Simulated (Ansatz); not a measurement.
An Ansatz (a program for electronic structure) run: CdSe with a change (electrons 5.0×10^20 cm⁻³); PBEsol (Ansatz), without spin-orbit coupling.

Input:

Ansatz 0.2 input:
```yaml
crystal:
  lattice:
    - [0, 3.0409057649, 3.0409057649]
    - [3.0409057649, 0, 3.0409057649]
    - [3.0409057649, 3.0409057649, 0]
  atoms:
    - { symbol: Se, position: [0.75, 0.75, 0.75] }
    - { symbol: Cd, position: [0, 0, 0] }
basis: { ecutwfc: 420, ecutrho_ratio: 4, xc_grid: 2, fft_grid_basis: typed }
kpoints: { mp_grid: { grid: [22, 22, 22] } }
hamiltonian:
  xc: pbesol
  dispersion: none
  pseudopotentials: { kind: paw }
total_charge: -0.02812
scf: { occupations: { method: fermi_dirac, width: 0.0259 }, convergence: { dr2_threshold: 0.0000000002 } }
relax: { f_tol: 0.005, max_steps: 30 }
output: { forces: true, stress: true }
checkpoint: { write: state.ck, write_every: 1000 }
```

Output (explanatory and most iteration lines left out):

```
Relaxation: its limit of steps is 30 (relax.max_steps)
Pseudopotential: Se, paw, valence charge 16
Pseudopotential: Cd, paw, valence charge 20
Crystal: 2 atoms, lattice volume = 56.239 Å³
Basis set: ecut = 420 eV, 1067 PW (Γ), exchange–correlation on 60×60×60 points (8 copies of the dense FFT grid, shifted against one another)
Bands: 23, of which v1, the nominal top of the filled ones, is band 18 counted from 1 (17 counted from 0)
Symmetry: 24 space group operations
Space group: F-43m (ITA 216), of the structure as read, at distance tolerance 3.8e-5 Å
k-points: 328 of 10648 (time reversal used)
Functional: x = pbesol(κ = 0.804, μ = 0.12345679012345678), c = pbesol(β = 0.046)
SCF iter   1: F=—  HF=-13609.177013 eV  |F-HF|=—  |Δ(HF+E_count)|=         —  Δρ=7.62e-3  dr2=3.46e-2  ethr=1.77e-3  ⟨swp⟩=6.0  Hψ=33276  notcnv=0
SCF iter   2: F=—  HF=-13609.165704 eV  |F-HF|=—  |Δ(HF+E_count)|=   1.13e-2  Δρ=1.96e-3  dr2=1.04e-3  ethr=9.61e-5  ⟨swp⟩=2.0  Hψ=14256  notcnv=0  defer=278
SCF 1 converged in 8 iterations: F = -13609.165498 eV  dr2 = 5.89e-12
relax step   1: F+E_penalty+E_count = -13609.16549782 eV  Δ(F+E_penalty+E_count) = +0.000e0 eV  max|allowed force component| = 9.021e-17 eV/Å  Δτ_max = 0.0000 Å  (8 SCF iters, accepted)
SCF converged after 8 iterations
Free energy (F): -13609.165498 eV
Internal energy: -13609.165407 eV  (E = F + TS)
E sigma→0 (E₀):  -13609.165452 eV
Entropy (-TS):   -0.000091 eV (-0.045 meV/atom)
Fermi energy:    9.054006 eV
--- Forces (eV/Å), atoms counted from 1 ---
  atom   1  Se     0.00000000    -0.00000000     0.00000000
  atom   2  Cd    -0.00000000     0.00000000     0.00000000
--- Stress (GPa, compression-positive) ---
        0.264049      -0.000000      -0.000000
        0.000000       0.264049       0.000000
       -0.000000       0.000000       0.264049
  P = ⅓ Tr σ = 0.2640 GPa (2.640 kbar)
--- Relaxed structure (1 steps of the walk, 1 accepted, 0 SCFs on fresh bases) ---
  atoms:
    - { symbol: Se, position: [0.7500000000000001, 0.7500000000000001, 0.7500000000000001] }
    - { symbol: Cd, position: [0.0, 0.0, 0.0] }
```

Carriers are added with a uniform compensating background; total energy and stress of such cells depend on the potential's zero and are not compared; many-body gap narrowing is missing at this level. No phonon test of stability was made. The cell was made from CdSe in the zinc blende structure (space group F-43m, No. 216) by this change: electrons 5.0×10^20 cm⁻³.
